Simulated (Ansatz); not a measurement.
# ZnSe: pressure series

Base system: ZnSe in the zinc blende structure (space group F-43m, No. 216; a = 5.665 Å).

Cell and atoms are relaxed at each pressure.

Level of theory: r2SCAN (Ansatz, a first-principles code; PAW; 500 eV plane waves; no spin-orbit coupling).

| pressure (GPa) | volume per atom (Å³/atom) |
|---|---|
| -2 | 23.486 |
| -1 | 23.090 |
| 0 | 22.731 |
| 0.3 | 22.627 |
| 0.7 | 22.493 |
| 1.5 | 22.238 |
| 3 | 21.797 |
| 5 | ? |
| 10 | 20.201 |

Problem. Fit the third-order Birch–Murnaghan form P(V) = (3B₀/2)[(V₀/V)^(7/3) − (V₀/V)^(5/3)]·[1 + (3/4)(B₀′ − 4)((V₀/V)^(2/3) − 1)] (squares taken in P) to the rows shown and predict the withheld row.

Solution. Least squares on the printed values gives V₀ = 22.729 Å³/atom, B₀ = 65.5 GPa, B₀′ = 4.4; this predicts 21.276 Å³/atom, and the run gives 21.274 Å³/atom, 0.002 lower.

Measured bulk modulus of ZnSe: 62.4 GPa (temperature not stated; as listed in Cormac Toher et al., Physical Review Materials (2017)); the computed value is for a static lattice, so the two differ by thermal effects too.

Load acts through the strain it causes; cell and atoms are relaxed under it. No phonon test of stability was made. Tetrahedral semiconductors of this kind turn to denser phases somewhere between about 1 and 50 GPa; those were not computed, so compressed cells here can lie past the real transition.
